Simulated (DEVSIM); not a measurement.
Device: Schottky contact on n-type GaAs, at 300 K.

Layer 1 from the left is GaAs, thickness (μm) 0.380, Nd (cm⁻³) 9.3e15, τn (s) 1.4e-8, τp (s) 1.4e-8.

Left contact: Schottky, work function 4.68 eV, emission velocity 1.1e7 cm/s. Right contact: ohmic. Voltage is applied to the left contact. Recombination: SRH at mid-gap, Auger. Mobility is μmin + (μ − μmin)/(1 + (N/Nref)^α).

This is a model device: material constants are rounded textbook-type values typed into the input, and sizes, dopings and lifetimes were drawn at random. Values at 300 K.

GaAs: gap (eV) 1.424, affinity (eV) 4.07, permittivity 12.9, Nc (cm⁻³) 4.7e17, Nv (cm⁻³) 9e18, μn (cm²/Vs) 8500, μp (cm²/Vs) 400, μn,min 500, μp,min 20, Nref,n 6e16, Nref,p 1.5e17, αn 0.39, αp 0.38, Cn (cm⁶/s) 1e-30, Cp (cm⁶/s) 1e-30.

Simulated with DEVSIM: 1D drift-diffusion, Boltzmann statistics, complete ionisation; no tunnelling, impact ionisation, image-force lowering or self-heating. Metal contacts follow the ideal Schottky-Mott rule: no Fermi-level pinning, no interface dipoles.

Dark forward current:

| |V| (V) | |J| (A/cm²) |
|---|---|
| 0.05 | 0.0002622 |
| 0.10 | 0.002068 |
| 0.15 | 0.01450 |
| 0.20 | 0.09998 |
| 0.25 | 0.6864 |
| 0.30 | 4.692 |
| 0.35 | 31.74 |
| 0.40 | 207.1 |
| 0.45 | 1176 |
| 0.50 | 4601 |

Q: Work out the local ideality factor n = ΔV / (kT/q · ln(J2/J1)) between the rows 0.15 and 0.20 V, 0.45 and 0.50 V.

A: kT/q = 25.85 mV. From 0.15 to 0.20 V: ln(0.09998/0.01450) = 1.931, n = 1.00, near the 1 of diffusion or emission over a barrier. From 0.45 to 0.50 V: ln(4601/1176) = 1.364, n = 1.42; the layers' resistance at their doping, Σ W/(qμN) = 4.3e-6 Ω cm², would take 15 mV of this step of 50 mV.

Q: Estimate the current at 0.25 V for emission alone, J0 = q v N_band exp(−φB/kT), and read the barrier back from the simulated current.

A: φB = 0.610 eV, N_band = 4.70e17 cm⁻³, J0 = 4.68e-5 A/cm²; J = J0 (exp(qV/kT) − 1) = 0.741 A/cm². The simulation gives 0.686 A/cm²; the estimate lies 8.0 % above. Read backwards, the simulated current gives an apparent barrier of 0.612 eV. The estimate leaves out transport through the depletion region and minority injection.
